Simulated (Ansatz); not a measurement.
**Ir under a change: tensor shear ε_xy = +0.57 %**

The reference is Ir in the fcc (Cu type) structure (space group Fm-3m, No. 225; a = 3.845 Å; relaxed with 0.1 eV smearing). Axes: x, y, z lie along the cube axes.

It is then changed as follows: tensor shear ε_xy = +0.57 % (engineering shear γ = 0.0114); the atoms relax in the strained cell.

Level of theory: r2SCAN (Ansatz, a quantum-chemistry and plane-wave program; PAW; 500 eV plane waves; no spin-orbit coupling). Settings: 29×29×29 k-points, 0.1 eV Fermi–Dirac smearing.

- Volume per atom = 14.21 Å³ (base 14.21 Å³)
- Space group = Immm (No. 71) (base Fm-3m (No. 225))
- Energy relative to the base (free energy F) = +1.6 meV/atom
- Pressure (mean of the normal stresses, compression positive) = 0.1 GPa (base 0.0 GPa)
- Band gap = zero (base zero)
- Stress (xx, yy, zz, yz, xz, xy; compression positive) = (0.1, 0.1, 0.0, 0.0, 0.0, -3.2) GPa

Final structure:

```
CELL_PARAMETERS angstrom
      0.01096     1.92250     1.92250
      1.92250     0.01096     1.92250
      1.93346     1.93346     0.00000
ATOMIC_POSITIONS crystal
  Ir 0.00000 0.00000 0.00000
```

Whether these cells are dynamically stable was not tested. All final runs are without spin polarisation.
